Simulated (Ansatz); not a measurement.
The starting structures come from a database of crystals and need not be the phases stable at ambient conditions.

 Where the default PAW files enter, the runs use the earlier of Ansatz's two default sets.

Consider the following.

```xyz
14
Lattice="6.7752 0.0000 0.0000 0.0000 6.7752 0.0000 3.3876 -3.3876 3.3876" Properties=species:S:1:pos:R:3 pbc="T T T"
Zr     1.6938     0.0000     0.8469
Zr     5.0814     0.0000     2.5407
Zr     3.3876     4.2345     1.6938
Zr     6.7752     2.5407     1.6938
Zr     9.3159     1.6938     3.3876
Zr     7.6221    -1.6938     3.3876
N      4.6399     2.1353     2.1353
N      7.2166     0.4415     2.9461
N      5.5228    -2.1353     2.1353
N      2.9461    -0.4415     2.9461
N      2.1353     2.1353     1.2523
N      6.3337     0.4415     0.4415
N      1.2523     4.6399     1.2523
N      3.8291    -0.4415     0.4415
```

Space group of this cell: I-43d. The cell is taken as given; by PBEsol its mean pressure is -5.5 GPa.

The current runs along the normal of the first two printed vectors, the (001) plane. All runs by Ansatz (a program for electronic structure), plane waves and PAW, without spin-orbit coupling; the base is PBEsol.

```json
[
 {"run": "base", "mean pressure (GPa)": "-5.5", "gap (eV)": "0.62", "mid-gap κ (1/Å)": "0.137"},
 {"run": "all lengths scaled by 0.98", "mean pressure (GPa)": "12.0", "gap (eV)": "0.56", "mid-gap κ (1/Å)": "0.131"},
 {"run": "all lengths scaled by 1.02", "mean pressure (GPa)": "-18.8", "gap (eV)": "0.65", "mid-gap κ (1/Å)": "0.140"},
 {"run": "lda in place of pbesol", "mean pressure (GPa)": "-10.7", "gap (eV)": "___", "mid-gap κ (1/Å)": "0.137"},
 {"run": "lengths across the current scaled by 0.98, ions clamped", "mean pressure (GPa)": "5.8", "gap (eV)": "___", "mid-gap κ (1/Å)": "___"},
 {"run": "lengths across the current scaled by 1.02, ions clamped", "mean pressure (GPa)": "-14.6", "gap (eV)": "___", "mid-gap κ (1/Å)": "___"},
 {"run": "lengths along the current scaled by 0.97, ions clamped", "mean pressure (GPa)": "3.1", "gap (eV)": "0.44", "mid-gap κ (1/Å)": "0.123"},
 {"run": "lengths along the current scaled by 1.03, ions clamped", "mean pressure (GPa)": "-12.3", "gap (eV)": "0.56", "mid-gap κ (1/Å)": "0.151"}
]
```

### Question
Complete the blanks.

### Answer

- lda in place of pbesol, gap (eV): 0.61
- lengths across the current scaled by 0.98, ions clamped, gap (eV): 0.52
- lengths across the current scaled by 0.98, ions clamped, mid-gap κ (1/Å): 0.144
- lengths across the current scaled by 1.02, ions clamped, gap (eV): 0.55
- lengths across the current scaled by 1.02, ions clamped, mid-gap κ (1/Å): 0.136
